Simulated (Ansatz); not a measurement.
Pt₃SnC (model structure, started from the Ni3MgC type, Pm-3m, No. 221, 5 atoms in the cell): properties by level of theory

```csv
level (code),lattice constant a (Å),bulk modulus (GPa)
LDA (Ansatz),4.206,215
PBE (Ansatz),?,?
PBEsol (Ansatz),?,202
```

Q: Complete the blanks.

A: 
- PBE (Ansatz, an electronic-structure program), lattice constant a (Å): 4.290
- PBE (Ansatz), bulk modulus (GPa): 176
- PBEsol (Ansatz), lattice constant a (Å): 4.234

Caveats: the bulk modulus is −V dP/dV from two relaxed cells at ±2 % in volume (LDA, PBE, PBEsol). Ansatz's density-functional and Hartree–Fock values are scalar-relativistic unless marked +SOC, with PAW data made under PBE.

Static lattice: no zero-point or thermal effects.

A model structure was made by putting elements into a prototype or built by hand; it is no filed structure, need not be a known phase, and can be a saddle point held by its symmetry.
